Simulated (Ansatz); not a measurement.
We look at the formation energy of the neutral V_O in MgO (rock salt, Fm-3m). Reaction: 32 MgO (rock salt) → cell A + 1/2 O2 (gas).

Cell A: a supercell of 64 sites of MgO (rock salt, Fm-3m) with one empty O site amid 6 Mg; spin state with PBE: run without spin, k-point mesh 3×3×3.
```xyz
63
Lattice="8.5071 0.0000 0.0000 0.0000 8.5071 0.0000 0.0000 0.0000 8.5071" Properties=species:S:1:pos:R:3 pbc="T T T"
Mg     0.0006     0.0006    -0.0006
Mg    -0.0035     2.1268     2.1268
Mg     2.1268    -0.0035     2.1268
Mg     2.1268     2.1268     0.0143
O      2.1268    -0.0053     0.0053
O      2.1268     2.1268     2.1268
O      0.0003     0.0003     2.1268
O     -0.0053     2.1268     0.0053
Mg     0.0006     0.0006     4.2542
Mg    -0.0143     2.1268     6.3804
Mg     2.1268    -0.0143     6.3804
Mg     2.1268     2.1268     4.2393
O      2.1268    -0.0053     4.2483
O     -0.0053    -0.0053     6.3804
O     -0.0053     2.1268     4.2483
Mg     0.0006     4.2530    -0.0006
Mg    -0.0002     6.3804     2.1268
Mg     2.1268     4.2570     2.1268
Mg     2.1268     6.3804     0.0035
O      2.1268     4.2589     0.0053
O      2.1268     6.3804     2.1268
O      0.0003     4.2532     2.1268
O      0.0003     6.3804    -0.0003
Mg     0.0006     4.2530     4.2542
Mg    -0.0035     6.3804     6.3804
Mg     2.1268     4.2679     6.3804
Mg     2.1268     6.3804     4.2501
O      2.1268     4.2589     4.2483
O      2.1268     6.3804     6.3804
O     -0.0053     4.2589     6.3804
O      0.0003     6.3804     4.2539
Mg     4.2530     0.0006    -0.0006
Mg     4.2570     2.1268     2.1268
Mg     6.3804    -0.0002     2.1268
Mg     6.3804     2.1268     0.0035
O      6.3804     0.0003    -0.0003
O      6.3804     2.1268     2.1268
O      4.2532     0.0003     2.1268
O      4.2589     2.1268     0.0053
Mg     4.2530     0.0006     4.2542
Mg     4.2679     2.1268     6.3804
Mg     6.3804    -0.0035     6.3804
Mg     6.3804     2.1268     4.2501
O      6.3804     0.0003     4.2539
O      6.3804     2.1268     6.3804
O      4.2589    -0.0053     6.3804
O      4.2589     2.1268     4.2483
Mg     4.2530     4.2530    -0.0006
Mg     4.2538     6.3804     2.1268
Mg     6.3804     4.2538     2.1268
Mg     6.3804     6.3804     0.0002
O      6.3804     4.2532    -0.0003
O      6.3804     6.3804     2.1268
O      4.2532     4.2532     2.1268
O      4.2532     6.3804    -0.0003
Mg     4.2530     4.2530     4.2542
Mg     4.2570     6.3804     6.3804
Mg     6.3804     4.2570     6.3804
Mg     6.3804     6.3804     4.2533
O      6.3804     4.2532     4.2539
O      6.3804     6.3804     6.3804
O      4.2589     4.2589     6.3804
O      4.2532     6.3804     4.2539
```

Reference: MgO (rock salt, Fm-3m), 64 atoms in the cell, a perfect crystal on lattice vectors that match the other cells', k-point mesh 3×3×3 on the run's own vectors.

Reference: an isolated O2 molecule (triplet) in a box of 11 × 11 × 13 Å.

Computed with Ansatz (plane waves, PAW), its default PAW set, cutoff 420 eV, 500 eV for r2SCAN. The structures are at rest with PBE, within the held lattices; other levels are single points on them. HSE06 runs on coarser k-point meshes, mended by the PBE difference between the two meshes. Neutral cells; Fermi-Dirac smearing of at most 0.05 eV in the solids, energies taken to zero width. The lattices are those relaxed with PBE, so at other levels the solids can be strained, which adds to the spread. Larger cells are relaxed from a start prepared with the learned potential CHGNet, on a coarser mesh till forces fall under 0.03 eV/Å, which some starts already meet. A dispersion term (D3(BJ), or D4 for r2SCAN) was computed beside these levels and is taken off wherever the name lacks it. Static lattices, no vibrational contributions. Cells are local rest points, mostly with their start's symmetry. Values are for these cell sizes. Mesh and cell size may move defect energies by 0.1 eV or more. The value holds for the reservoirs listed; other chemical potentials shift it. Cell A has symmetry Pm-3m and got no random move, so less symmetric positions, which may lie lower, weren't tried.

Problem. What value does HSE06 give?

Solution. 6.91 eV, for 32 MgO (rock salt) → cell A + 1/2 O2 (gas).

Problem. How does the value move with the functional?

Solution. 
```csv
Functional,value (eV),less HSE06
r2SCAN,7.32,0.41
```

The levels span 0.41 eV, from HSE06 (6.91) to r2SCAN (7.32).

Ansatz is an electronic-structure program.
